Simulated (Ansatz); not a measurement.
Functionals compared on a constructed model of the (111) surface of fcc Ir, a pseudomorphic layer of Pt in the host's stacking (bottom of the slab: a bare face, its two planes held), in Ansatz (plane waves, PAW). The structure was relaxed with PBE; the other rows are single points on it. Cutoff 420 eV (500 eV for r2SCAN).

Set-up: 7 atoms, 13.6 Å thick at the start with caps and adatoms (thin: gaps and levels are the slab's own); mesh 16x16x1; 0.1 eV smearing; dipole correction on; 2 atoms held, the rest relaxed; symmetry of the start imposed; no spin, no spin-orbit, no U. In PBE it is, or lies within 0.01 eV a 1x1 cell of, the lowest of the 2 structures of its composition computed so far; subsurface sites and larger cells were not tried. These notes are the PBE run's.

```
functional  work function of the top face (eV)  rough cost of the single point
----------  ----------------------------------  ------------------------------
PBE                                       5.53                               –
RPBE                                      5.36  around 16 core-seconds (rough)
r2SCAN                                    5.58         roughly 40 core-seconds
```

Ansatz is a program for electronic structure.
